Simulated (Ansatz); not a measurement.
## HfN, response to strain

Base system: HfN in the rock salt structure (space group Fm-3m, No. 225; a = 4.502 Å; relaxed with 0.1 eV smearing).

Strains are applied to the cell and any free atomic positions relax.

Level of theory: plane-wave PAW DFT at the PBEsol level (Ansatz, a program for electronic structure, 420 eV), scalar-relativistic without spin-orbit coupling.

Notes on the quantities. energy relative to the base: free energy F.

```csv
isotropic strain (%),energy relative to the base (meV/atom)
-3,90.4
-2.5,61.7
-0.5,2.3
0,0.0
0.5,2.2
1,8.8
1.5,?
2.5,52.4
3,74.3
```

Task: Fit ΔE = Aε² + Bε³ (ε in %) to the rows shown and predict the withheld row.

Result: Least squares on the printed values gives A = 9.14 and B = -0.30 meV/atom (largest residual 0.1 meV/atom); this predicts 19.6 meV/atom, and the run gives 19.5 meV/atom, in agreement.

Whether these cells are dynamically stable was not tested. The final runs are not spin-polarised. An odd electron count without spin: HfN.
